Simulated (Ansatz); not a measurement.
The reference is TiAl (space group P4/mmm, No. 123; a = 2.824 Å, c = 4.071 Å).

It is then changed as follows: cell and atoms relaxed at a pressure of 18 GPa.

Levels (all Ansatz, a first-principles code, PAW): PBE (420 eV, no SOC); r2SCAN (500 eV, no spin-orbit coupling).

The geometry is relaxed with PBE.

| Property | Result |
|---|---|
| PBE pressure | 18.0 GPa |

Task: Predict the pressure from r2SCAN.

Result: The pressure shrinks by 1.0 GPa to 17.0 GPa.

Single points use the geometry relaxed with PBE. Their cutoffs differ, which shifts pressures a little. Load acts through the strain it causes; cell and atoms are relaxed under it. No phonon test of stability was made. Competing high-pressure phases were not computed. The final runs are not spin-polarised.
